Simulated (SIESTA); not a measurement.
A self-consistent single point of Sr₃Ag₂ (R-3, 15 atoms in the cell) with SIESTA.

Computed with GGA PBEsol, numerical atomic orbitals DZP, PseudoDojo PBEsol standard norm-conserving potentials (rewritten from UPF to PSML) (SIESTA).

```xyz
15
Lattice="4.9810 2.8758 6.2033 -4.9810 2.8758 6.2033 0.0000 -5.7516 6.2033" Properties=species:S:1:pos:R:3 pbc="T T T"
Sr    -2.5652     2.8223     7.9527
Sr    -1.1616    -3.6327     7.9527
Sr     3.7268     0.8104     7.9527
Sr     2.5652    -2.8223    10.6573
Sr     1.1616     3.6327    10.6573
Sr    -3.7268    -0.8104    10.6573
Ag     0.9050     2.6610     7.3758
Ag    -2.7570    -0.5467     7.3758
Ag     1.8519    -2.1143     7.3758
Ag    -0.9050    -2.6610    11.2342
Ag     2.7570     0.5467    11.2342
Ag    -1.8519     2.1143    11.2342
Sr     0.0000     0.0000     9.3050
Sr     0.0000     0.0000     5.4490
Sr     0.0000     0.0000    13.1610
```

Reference input (self-consistent single point, DFT, GGA PBEsol, numerical atomic orbitals DZP, PseudoDojo PBEsol standard norm-conserving potentials (rewritten from UPF to PSML)): XC.functional = GGA; XC.authors = PBEsol; potentials = PseudoDojo PBEsol standard; PAO.BasisSize = DZP; PAO.EnergyShift = 0.005 Ry; MeshCutoff = 400 Ry; kgrid.MonkhorstPack = 3 3 3; OccupationFunction = FD; ElectronicTemperature = 1160.45 K; MaxSCFIterations = 150; SCF.Mixer.Method = Pulay; SCF.Mixer.Weight = 0.25. This run's input differs from it in these lines:

```diff
@@ -41,8 +41,8 @@
 %block kgrid.MonkhorstPack
-    3   0   0  0.0
-    0   3   0  0.0
-    0   0   3  0.0
+    4   0   0  0.0
+    0   4   0  0.0
+    0   0   4  0.0
 %endblock kgrid.MonkhorstPack
 OccupationFunction           FD
-ElectronicTemperature        1160.45 K
+ElectronicTemperature        3481.36 K
```

Output, abridged:

```
        iscf     Eharris(eV)        E_KS(eV)     FreeEng(eV)     dDmax    Ef(eV) dHmax(eV)
   scf:    1   -33497.994744   -33619.106707   -33621.653409  4.757009 -3.084500 15.850865
   scf:    2   -33658.733618   -33649.953689   -33652.267139  1.470534 -3.399956  1.770290
   scf:    3   -33651.282372   -33650.818696   -33653.123632  0.083396 -3.396326  1.259775
   scf:    4   -33651.078722   -33650.960932   -33653.262185  0.050769 -3.403087  0.696979
   scf:    5   -33651.043075   -33651.008756   -33653.307569  0.041864 -3.409569  0.112868
   scf:    6   -33651.012122   -33651.011077   -33653.310208  0.008315 -3.411469  0.014708
   scf:    7   -33651.010507   -33651.010845   -33653.310334  0.004173 -3.414063  0.010012
   scf:    8   -33651.010820   -33651.010838   -33653.310350  0.000879 -3.414245  0.001220
   scf:    9   -33651.010764   -33651.010801   -33653.310351  0.000276 -3.414486  0.001097
   scf:   10   -33651.010705   -33651.010753   -33653.310351  0.000397 -3.414826  0.000452
   scf:   11   -33651.010715   -33651.010734   -33653.310351  0.000160 -3.414957  0.000176
   scf:   12   -33651.010726   -33651.010730   -33653.310351  0.000025 -3.414975  0.000047
   scf:   13   -33651.010728   -33651.010729   -33653.310351  0.000008 -3.414980  0.000022
SCF Convergence by DM+H criterion
max |DM_out - DM_in|         :     0.0000079251
max |H_out - H_in|      (eV) :     0.0000220621
SCF cycle converged after 13 iterations

Using DM_out to compute the final energy and forces

siesta: E_KS(eV) =           -33651.0107

siesta: E_KS - E_eggbox =    -33651.0107

siesta: Atomic forces (eV/Ang):
     1    0.105416   -0.120478    0.006735
     2    0.051629    0.151532    0.006735
     3   -0.157046   -0.031054    0.006735
     4   -0.105416    0.120478   -0.006735
     5   -0.051629   -0.151532   -0.006735
     6    0.157046    0.031054   -0.006735
     7   -0.059268    0.056455   -0.146111
     8   -0.019257   -0.079556   -0.146111
     9    0.078526    0.023100   -0.146111
    10    0.059268   -0.056455    0.146111
    11    0.019257    0.079556    0.146111
   [... lines left out ...]
siesta: FreeEng =    -33653.310351
   [... lines left out ...]
siesta:    -0.020897    0.000000   -0.000000
siesta:    -0.000000   -0.020897    0.000000
siesta:    -0.000000    0.000000   -0.021554

siesta: Cell volume =        533.149244 Ang**3

siesta: Pressure (static):
siesta:                Solid            Molecule  Units
siesta:           0.00022999          0.00023690  Ry/Bohr**3
siesta:           0.02111632          0.02175133  eV/Ang**3
siesta:          33.83207212         34.84946634  kBar
```

The run converged in 13 iterations. Against the reference run the free energy drops by 72.5 meV/atom, the pressure goes from 3.27 to 3.38 GPa and the largest force goes from 0.176 to 0.167 eV/Å.

The starting cell comes from a database of published, mostly measured structures (it also holds non-ambient and calculated ones), without a prior relaxation at this level. Values carry the incompleteness of an atom-centred basis. With a pressure of about 3 GPa the cell is away from its equilibrium volume at this level.

Cost on one core of a shared machine: roughly 5 min.
